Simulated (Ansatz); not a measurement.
The (110) surface of rock-salt CdO in its 1x1 cell (cut with top plane Cd + O, bottom plane Cd + O), outermost plane spacing 1.69 Å in the ideal cut

These are PBE (plane waves to 420 eV, PAW; Ansatz, an electronic-structure program) values and carry that method's errors.

Model: 16-atom slab, Cd8O8, 11.8 Å thick at the start, 8x6x1 mesh, Fermi-Dirac 0.025 eV, dipole correction, all atoms relaxed; start symmetry kept, larger cells not searched; no spin (no spin-polarised run to compare, though such a face may carry moments), no spin-orbit, no U. The slab shows no gap on its mesh.

The surface energy (mean of both faces) is 1.16 J/m^2 and the surface energy before relaxation comes out as 1.25 J/m². The work function of the top face is 4.91 eV, the energy released by relaxation comes out as 0.18 eV and the cost is very roughly 8 core-minutes.
